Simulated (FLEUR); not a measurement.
A self-consistent single point of CoSi (P2_13, 8 atoms in the cell) with FLEUR.

Method of the run: PBE, all-electron FLAPW (FLEUR), scalar-relativistic valence.

The change in words: lattice scaled by 0.98. Reference geometry:
```
CoSi
1.0
    4.44098     0.00000     0.00000
    0.00000     4.44098     0.00000
    0.00000     0.00000     4.44098
Co Si
4 4
Direct
  0.85410   0.64590   0.35410
  0.64590   0.35410   0.85410
  0.35410   0.85410   0.64590
  0.14590   0.14590   0.14590
  0.15654   0.34346   0.65654
  0.34346   0.65654   0.15654
  0.65654   0.15654   0.34346
  0.84346   0.84346   0.84346
```

Reference input (self-consistent single point, DFT, PBE, all-electron FLAPW (FLEUR), scalar-relativistic valence): Kmax = 4.2 1/bohr; GmaxXC = 16.8 1/bohr; xcFunctional = pbe; jspins = 1; l_soc = F; mode = gauss; fermiSmearingEnergy = 0.00367493 Htr; mesh (inpgen div1-3) = 9 9 9; inpgen gamma flag = false; Gmax = 16.8 1/bohr; numbands = 0; maxIterBroyd = 99. This run's input differs from it in these lines:

```diff
@@ -3,5 +3,5 @@
 &input film=f /
-8.3922302558 0.0000000000 0.0000000000
-0.0000000000 8.3922302558 0.0000000000
-0.0000000000 0.0000000000 8.3922302558
+8.2243847814 0.0000000000 0.0000000000
+0.0000000000 8.2243847814 0.0000000000
+0.0000000000 0.0000000000 8.2243847814
 1.0
@@ -49,5 +49,5 @@
          <bravaisMatrix>
-            <row-1>    8.3922302557999995     0.0000000000000000     0.0000000000000000</row-1>
-            <row-2>    0.0000000000000000     8.3922302557999995     0.0000000000000000</row-2>
-            <row-3>    0.0000000000000000     0.0000000000000000     8.3922302557999995</row-3>
+            <row-1>    8.2243847813999995     0.0000000000000000     0.0000000000000000</row-1>
+            <row-2>    0.0000000000000000     8.2243847813999995     0.0000000000000000</row-2>
+            <row-3>    0.0000000000000000     0.0000000000000000     8.2243847813999995</row-3>
          </bravaisMatrix>
```

Output, abridged:

```
 Iteration:     1   Distance:      13.90832780 me/bohr^3
 Iteration:     2   Distance:      10.67061037 me/bohr^3
 Iteration:     3   Distance:       8.45506422 me/bohr^3
 Iteration:     4   Distance:       2.65111145 me/bohr^3
 Iteration:     5   Distance:       2.29090434 me/bohr^3
   [... 6 lines left out ...]
 Iteration:    12   Distance:       0.00032153 me/bohr^3
 Iteration:    13   Distance:       0.00011659 me/bohr^3
 Iteration:    14   Distance:       0.00005051 me/bohr^3
 Iteration:    15   Distance:       0.00000703 me/bohr^3
 Reset of history
 Run finished successfully
 Stop message:
   Structural relaxation: new displacements generated

[file out, last iteration]
             iter=     16
[...]
          total density-effective poten   -1.0633710498E+04
          total charge density-energy d   -3.2299422124E+02
 Updated energy parameters for spin:           1
[...]
 fermi energy and band-weighting factors:
    0.863845    0.875107

[...]
FERMIE:
          first approx. to ef    (T=0)  :   0.490648 htr   (energy of the highest occ. eigenvalue)
          number of occ. states  (T=0)  :       1709
          first approx. to seigv (T=0)  : -21.500734 htr
          sum of weights of occ. states :  38.008230
          sum of semicore charge        :   0.000000 e
          fermi energy=   0.49176 har   work function= -13.38155 ev
   [... lines left out ...]
          total moment                 =     0.00000
 Direct bandgap for spin            1 :    1.1445239049378664E-002  Htr
 ---->    free energy=                     -6734.2223307471 htr
   [... lines left out ...]
      extrapolation for T->0
 ---->    total electron energy=           -6734.2223307471 htr
 ***** TOTAL FORCES ON ATOMS *****
 TOTAL FORCE FOR ATOM TYPE=  1  X= -1.200   Y= -2.912   Z=  2.912
                       FX_TOT=-0.000832 FY_TOT= 0.000832 FZ_TOT=-0.000832
 TOTAL FORCE FOR ATOM TYPE=  2  X=  1.287   Y=  2.825   Z= -2.825
                       FX_TOT=-0.000344 FY_TOT= 0.000344 FZ_TOT=-0.000344
```

The run converged in 15 iterations. FLEUR gives forces in its relaxation mode, with a further iteration, so its stop message speaks of a relaxation. Against the reference run the total energy rises by 24.7 meV/atom and the largest force goes from 0.055 to 0.074 eV/Å.

The starting cell comes from a database of computed structures (which also holds hypothetical and non-ambient phases and stackings), without a prior relaxation at this level. Its lattice was rescaled by a random factor within 2.5 % of one. For this run, on top of that: lattice scaled by 0.98. Spin polarisation is off. Values depend on the basis (sphere radii, cutoffs, local orbitals), which need not be converged. The log's line on a gap gives a spacing of levels on this mesh, which the program prints for metals too.

Cost on one core of a shared machine: roughly 7 min.
